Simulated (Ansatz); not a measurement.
Input:

```
CELL_PARAMETERS angstrom
      4.74863     0.00000     0.00000
      0.00000     4.74863     0.00000
      0.00000     0.00000     3.20636
ATOMIC_POSITIONS crystal
  Sn 0.00000 0.00000 0.00000
  Sn 0.50000 0.50000 0.50000
  O  0.30610 0.30610 0.00000
  O  0.69390 0.69390 0.00000
  O  0.80610 0.19390 0.50000
  O  0.19390 0.80610 0.50000
```

These are PBE, rigid bands (plane waves, PAW, scalar-relativistic; Ansatz, a program for electronic structure) values and carry that method's errors. Condition of this run: hydrostatic pressure of 2 GPa (compression positive) (the target of the relaxation). How the cell was made: cell and atoms relaxed with PBEsol, then loaded as said.

Predict the hole conductivity mass (n e² τ/σ) at 300 K, by direction if it differs.

1.44 (x), 1.44 (y), 1.98 (z) mₑ.

Predict the electron conductivity mass (n e² τ/σ) at 300 K, by direction if it differs.

0.21 (x), 0.21 (y), 0.185 (z) mₑ.

And the band gap?

1.12 eV at this level; semilocal functionals usually fall short of the measured gap.

Rigid bands, one relaxation time for all states, no polarons. Spin-orbit coupling is left out; where it splits the top of the valence band it changes the hole mass and lowers the gap by about a third of the splitting. Geometry: cell and atoms relaxed with PBEsol.
